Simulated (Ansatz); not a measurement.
**Li under a change: x(K) = 0.5, 4 atoms, Fd-3m**

The reference is Li in the bcc (W type) structure (space group Im-3m, No. 229; a = 3.4352 Å).

The other end (x = 1) is K in the bcc (W type) structure (space group Im-3m, No. 229): 73.56 Å³/atom, gap zero.

Now apply this change: K replaces 50.0 % of the Li, ordered in a cell of 4 atoms (starting symmetry Fd-3m) and fully relaxed.

Calculations: Ansatz (an electronic-structure program) PBE, scalar-relativistic without spin-orbit coupling. Γ-centred 9×9×9 mesh, Fermi–Dirac width 0.05 eV, for the changed cell.

The volume per atom goes up by 23.46 Å³ (20.27 Å³ → 43.73 Å³) and the density increases by 0.305 g/cm³ (0.57 g/cm³ → 0.87 g/cm³). The shortest interatomic distance increases by 1.643 bohr to 7.265 bohr and the band gap is still zero. The mixing energy is +0.16 eV/atom (to 0.01 eV only: unlike meshes or grids).

Each cell is one ordered arrangement of few atoms, which overstates ordering effects compared with a random alloy. No phonon test of stability was made.
